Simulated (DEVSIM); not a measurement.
System: abrupt Si p-n junction, at 300 K.

```csv
layer (left to right),material,thickness (μm),Nd (cm⁻³),Na (cm⁻³),τn (s),τp (s)
1,Si,59.0,-,4e17,0.00018,0.00018
2,Si,3.00,3e15,-,0.00018,0.00018
```

Left contact: ohmic. Right contact: ohmic. Voltage is applied to the left contact. Recombination: SRH at mid-gap. Mobility is μmin + (μ − μmin)/(1 + (N/Nref)^α).

The device is made up for the run: typed textbook-type constants, with dimensions and the other settings drawn at random. Values at 300 K.

| parameter | Si |
|---|---|
| gap (eV) | 1.124 |
| affinity (eV) | 4.05 |
| permittivity | 11.7 |
| Nc (cm⁻³) | 2.86e19 |
| Nv (cm⁻³) | 3.1e19 |
| μn (cm²/Vs) | 1417 |
| μp (cm²/Vs) | 470 |
| μn,min | 52 |
| μp,min | 45 |
| Nref,n | 9.7e16 |
| Nref,p | 2.2e17 |
| αn | 0.68 |
| αp | 0.72 |

Model (solved in DEVSIM): 1D drift-diffusion, Boltzmann statistics, complete ionisation; no tunnelling, impact ionisation, image-force lowering or self-heating.

Problem. Tabulate band edges, carrier densities and field at -5.0 V on the left contact.

Solution. Energies count from the Fermi level of the right contact; mesh points crowd at the junctions.

```json
[
 {"x (μm)": "0.000", "Ec (eV)": "6.011", "Ev (eV)": "4.888", "n (cm⁻³)": "290", "p (cm⁻³)": "4.0e17", "field (V/cm)": "≈ 0"},
 {"x (μm)": "0.03991", "Ec (eV)": "6.011", "Ev (eV)": "4.888", "n (cm⁻³)": "290", "p (cm⁻³)": "4.0e17", "field (V/cm)": "≈ 0"},
 {"x (μm)": "0.1461", "Ec (eV)": "6.011", "Ev (eV)": "4.888", "n (cm⁻³)": "290", "p (cm⁻³)": "4.0e17", "field (V/cm)": "≈ 0"},
 {"x (μm)": "0.4477", "Ec (eV)": "6.011", "Ev (eV)": "4.888", "n (cm⁻³)": "290", "p (cm⁻³)": "4.0e17", "field (V/cm)": "≈ 0"},
 {"x (μm)": "1.716", "Ec (eV)": "6.011", "Ev (eV)": "4.888", "n (cm⁻³)": "280", "p (cm⁻³)": "4.0e17", "field (V/cm)": "≈ 0"},
 {"x (μm)": "4.607", "Ec (eV)": "6.011", "Ev (eV)": "4.888", "n (cm⁻³)": "270", "p (cm⁻³)": "4.0e17", "field (V/cm)": "≈ 0"},
 {"x (μm)": "12.30", "Ec (eV)": "6.011", "Ev (eV)": "4.888", "n (cm⁻³)": "230", "p (cm⁻³)": "4.0e17", "field (V/cm)": "≈ 0"},
 {"x (μm)": "39.39", "Ec (eV)": "6.011", "Ev (eV)": "4.888", "n (cm⁻³)": "< 1e2", "p (cm⁻³)": "4.0e17", "field (V/cm)": "≈ 0"},
 {"x (μm)": "51.94", "Ec (eV)": "6.011", "Ev (eV)": "4.888", "n (cm⁻³)": "< 1e2", "p (cm⁻³)": "4.0e17", "field (V/cm)": "≈ 0"},
 {"x (μm)": "56.36", "Ec (eV)": "6.011", "Ev (eV)": "4.888", "n (cm⁻³)": "< 1e2", "p (cm⁻³)": "4.0e17", "field (V/cm)": "≈ 0"},
 {"x (μm)": "58.02", "Ec (eV)": "6.011", "Ev (eV)": "4.888", "n (cm⁻³)": "< 1e2", "p (cm⁻³)": "4.0e17", "field (V/cm)": "≈ 0"},
 {"x (μm)": "58.75", "Ec (eV)": "6.011", "Ev (eV)": "4.888", "n (cm⁻³)": "< 1e2", "p (cm⁻³)": "4.0e17", "field (V/cm)": "≈ 0"},
 {"x (μm)": "58.92", "Ec (eV)": "6.011", "Ev (eV)": "4.888", "n (cm⁻³)": "< 1e2", "p (cm⁻³)": "4.0e17", "field (V/cm)": "≈ 0"},
 {"x (μm)": "58.99", "Ec (eV)": "6.000", "Ev (eV)": "4.876", "n (cm⁻³)": "< 1e2", "p (cm⁻³)": "2.6e17", "field (V/cm)": "-16000"},
 {"x (μm)": "59.03", "Ec (eV)": "5.709", "Ev (eV)": "4.585", "n (cm⁻³)": "< 1e2", "p (cm⁻³)": "3.3e12", "field (V/cm)": "-71000"},
 {"x (μm)": "59.12", "Ec (eV)": "5.075", "Ev (eV)": "3.951", "n (cm⁻³)": "< 1e2", "p (cm⁻³)": "290", "field (V/cm)": "-67000"},
 {"x (μm)": "59.37", "Ec (eV)": "3.598", "Ev (eV)": "2.474", "n (cm⁻³)": "< 1e2", "p (cm⁻³)": "230", "field (V/cm)": "-56000"},
 {"x (μm)": "60.00", "Ec (eV)": "1.008", "Ev (eV)": "-0.115", "n (cm⁻³)": "410", "p (cm⁻³)": "310", "field (V/cm)": "-26000"},
 {"x (μm)": "61.39", "Ec (eV)": "0.237", "Ev (eV)": "-0.887", "n (cm⁻³)": "3.0e15", "p (cm⁻³)": "22000", "field (V/cm)": "≈ 0"},
 {"x (μm)": "61.79", "Ec (eV)": "0.237", "Ev (eV)": "-0.887", "n (cm⁻³)": "3.0e15", "p (cm⁻³)": "33000", "field (V/cm)": "≈ 0"},
 {"x (μm)": "61.94", "Ec (eV)": "0.237", "Ev (eV)": "-0.887", "n (cm⁻³)": "3.0e15", "p (cm⁻³)": "37000", "field (V/cm)": "≈ 0"},
 {"x (μm)": "62.00", "Ec (eV)": "0.237", "Ev (eV)": "-0.887", "n (cm⁻³)": "3.0e15", "p (cm⁻³)": "39000", "field (V/cm)": "≈ 0"}
]
```
